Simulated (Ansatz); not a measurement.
Output of an Ansatz run (abridged):

```
WARN ansatz: RAYON_NUM_THREADS=1 ignored (pool sized by the plan → 1); use --threads N
Pseudopotentials: kind: paw
Pseudopotential: Co, paw, valence charge 17
Pseudopotential: Si, paw, valence charge 4
Crystal: 8 atoms, lattice volume = 86.743 Å³
Basis set: ecut = 420 eV, 1743 PW (Γ)
Bands: 51, of which v1, the nominal top of the filled ones, is band 42 counted from 1 (41 counted from 0)
Symmetry: 3 space group operations
Space group: R3 (ITA 146), of the structure as read, at distance tolerance 4.4e-5 Å
k-points: 23 of 125 (time reversal used)
PAW frozen core: Co, regenerated for the run's functional, and the local potential with it
PAW frozen core: Si, regenerated for the run's functional, and the local potential with it
Initial density: superposition of atomic densities (neutral atoms: chi_scale 0, normalization atom), corrected by the library's trained network
Initial wavefunctions: pseudopotential atomic-orbital guess
Eigensolver: davidson
Functional: x = slater, c = lda
SCF iter   1: F=—  HF=-22691.652074 eV  |F-HF|=—  |Δ(HF+E_count)|=         —  Δρ=1.13e-2  dr2=3.16e-2  ethr=1.77e-3  ⟨swp⟩=6.8  Hψ=4580  notcnv=0  defer=4
all-band conjugate gradients solve this SCF's bands
preconditioner: auto → Kerker (q_TF=auto, 2.714 Å⁻¹)
SCF iter   2: F=—  HF=-22691.641331 eV  |F-HF|=—  |Δ(HF+E_count)|=   1.07e-2  Δρ=4.68e-3  dr2=7.15e-3  ethr=3.76e-5  ⟨swp⟩=2.0  Hψ=2053  notcnv=0  defer=10
SCF iter   3: F=—  HF=-22691.639420 eV  |F-HF|=—  |Δ(HF+E_count)|=   1.91e-3  Δρ=1.24e-3  dr2=1.07e-3  ethr=8.51e-6  ⟨swp⟩=2.0  Hψ=2071  notcnv=0  defer=10
SCF iter   4: F=—  HF=-22691.639162 eV  |F-HF|=—  |Δ(HF+E_count)|=   2.58e-4  Δρ=2.92e-4  dr2=3.93e-5  ethr=1.27e-6  ⟨swp⟩=2.3  Hψ=1562  notcnv=0  defer=10
SCF iter   5: F=—  HF=-22691.639172 eV  |F-HF|=—  |Δ(HF+E_count)|=   1.03e-5  Δρ=7.89e-5  dr2=3.50e-6  ethr=4.67e-8  ⟨swp⟩=2.5  Hψ=1925  notcnv=0  defer=10
SCF iter   6: F=—  HF=-22691.639171 eV  |F-HF|=—  |Δ(HF+E_count)|=   9.92e-7  Δρ=2.89e-5  dr2=5.53e-7  ethr=4.16e-9  ⟨swp⟩=2.0  Hψ=1692  notcnv=0  defer=10
SCF iter   7: F=-22691.639171 eV  HF=-22691.639171 eV  |F-HF|=1.56e-8  |Δ(HF+E_count)|=   9.73e-8  Δρ=5.29e-6  dr2=1.84e-8  ethr=1.19e-10  ⟨swp⟩=8.7  Hψ=4747  notcnv=0
SCF 1 converged in 7 iterations: F = -22691.639171 eV  dr2 = 1.84e-8
SCF converged after 7 iterations
Free energy (F): -22691.639171 eV
Harris-Foulkes:  -22691.639171 eV  (|F-HF|=1.56e-8)
Internal energy: -22691.630389 eV  (E = F + TS)
E sigma→0 (E₀):  -22691.634780 eV
Entropy (-TS):   -0.008782 eV (-1.098 meV/atom)
Fermi energy:    16.418310 eV
--- Per-component energies (eV) ---
  E_band       = -953.551849
  E_kinetic    = 2012.657671
  E_local      = -14223.677796  (includes V_loc(G=0)·N_el)
  E_nonlocal   = 1948.178471
  E_hartree    = 6158.991244
  E_xc         = -863.276133
  E_vxc        = -1025.014188  (∫ρ·V_xc dr)
  E_paw        = -7762.352288  (= ΣΔE_a)
  E_vpaw       = -1983.686863  (= ΣTr[D̂ρ^β])
  E_aug_tail   = 0.000125  (compensation charges beyond the density's cutoff)
  E_ewald      = -9964.162008
  E_core_change = 2.010325  (= ΣΔE_core)
  E_smearing   = -0.008782  (= −TS)
  E_closure    = 0.000000  (closes the sum)
  Σ components = -22691.639171   (vs F -22691.639171, Δ=0.00e0)
--- Forces (eV/Å), atoms counted from 1 ---
  atom   1  Co     0.01288841     0.07303023    -0.00322138
  atom   2  Co    -0.00322138     0.01288841     0.07303023
  atom   3  Co    -0.29784588    -0.29784588    -0.29784588
  atom   4  Co     0.07303023    -0.00322138     0.01288841
  atom   5  Si     0.06499795    -0.02859382     0.11810688
  atom   6  Si     0.11810688     0.06499795    -0.02859382
  atom   7  Si     0.06063979     0.06063979     0.06063979
  atom   8  Si    -0.02859382     0.11810688     0.06499795
  max |Σ_I F_I| component: 2.17e-6 eV/Å
--- Stress (GPa, compression-positive) ---
      -11.977920      -0.012637      -0.012638
       -0.012638     -11.977920      -0.012637
       -0.012637      -0.012638     -11.977920
  P = ⅓ Tr σ = -11.9779 GPa (-119.779 kbar)
  The stress holds the Pulay correction. Without it, at fixed plane waves, as pw.x and ABINIT print it: P = -12.1429 GPa
--- Band table (eV; the first three rows and the last of 23) ---
  k-point 0: bands = ["-77.6187", "-77.6080", "-77.6080", "-77.5987", "-41.4139", "-41.4139", "-41.4045", "-41.3670", "-41.3426", "-41.3381", "-41.3381", "-41.3015", "-41.3015", "-41.2861", "-41.2834", "-41.2834", "2.7563", "8.2498", "8.2498", [...]
  k-point 1: bands = ["-77.6178", "-77.6095", "-77.6072", "-77.5987", "-41.4179", "-41.4121", "-41.4001", "-41.3698", "-41.3489", "-41.3430", "-41.3264", "-41.3007", "-41.2982", "-41.2885", "-41.2855", "-41.2832", "3.0543", "6.8890", "8.4358", [...]
  k-point 2: bands = ["-77.6159", "-77.6118", "-77.6067", "-77.5987", "-41.4194", "-41.4138", "-41.3907", "-41.3771", "-41.3520", "-41.3485", "-41.3127", "-41.3014", "-41.2946", "-41.2922", "-41.2875", "-41.2847", "3.9238", "5.2771", "8.9456", [...]
  k-point 22: bands = ["-77.6127", "-77.6110", "-77.6095", "-77.5998", "-41.4108", "-41.4081", "-41.4012", "-41.3917", "-41.3416", "-41.3365", "-41.3273", "-41.3221", "-41.2885", "-41.2868", "-41.2809", "-41.2801", "5.9786", "6.6009", "7.2018", [...]
```

The structure:

```
CELL_PARAMETERS angstrom
      4.42668     0.00000     0.00000
      0.00000     4.42668     0.00000
      0.00000     0.00000     4.42668
ATOMIC_POSITIONS crystal
  Co 0.85600 0.64400 0.35600
  Co 0.35600 0.85600 0.64400
  Co 0.15052 0.15052 0.15052
  Co 0.64400 0.35600 0.85600
  Si 0.15700 0.34300 0.65700
  Si 0.65700 0.15700 0.34300
  Si 0.84300 0.84300 0.84300
  Si 0.34300 0.65700 0.15700
```

### Question
Write an input that gives this output.

### Answer
Other spellings and defaults could give the same log, and not every line can be read from it. The input that was run (DFT, LDA (PW92), plane waves, default PAW files made with PBE):

Ansatz 0.2 input:
```yaml
# CoSi
crystal:
  lattice:
    - [4.426680, 0.000000, 0.000000]
    - [0.000000, 4.426680, 0.000000]
    - [0.000000, 0.000000, 4.426680]
  atoms:
    - { symbol: Co, position: [0.856000, 0.644000, 0.356000] }
    - { symbol: Co, position: [0.356000, 0.856000, 0.644000] }
    - { symbol: Co, position: [0.150521, 0.150521, 0.150521] }
    - { symbol: Co, position: [0.644000, 0.356000, 0.856000] }
    - { symbol: Si, position: [0.157000, 0.343000, 0.657000] }
    - { symbol: Si, position: [0.657000, 0.157000, 0.343000] }
    - { symbol: Si, position: [0.843000, 0.843000, 0.843000] }
    - { symbol: Si, position: [0.343000, 0.657000, 0.157000] }
basis:
  ecutwfc: 420.0
kpoints:
  mp_grid: { grid: [5, 5, 5] }
hamiltonian:
  xc: lda
  pseudopotentials: { kind: paw }
scf:
  occupations: { method: gaussian, width: 0.1 }
output:
  forces: true
  eigenvalues: true
  stress: true
```

The starting cell has typed, rounded lattice constants, without a prior relaxation at this level. Its lattice was rescaled by up to half a per cent. One atom was moved a little off its site on purpose. Spin polarisation is off. With a pressure of about -12 GPa the cell is away from its equilibrium volume at this level. Ansatz's pressure includes its estimate of the finite-basis (Pulay) stress.

Ansatz is a quantum-chemistry and plane-wave program.
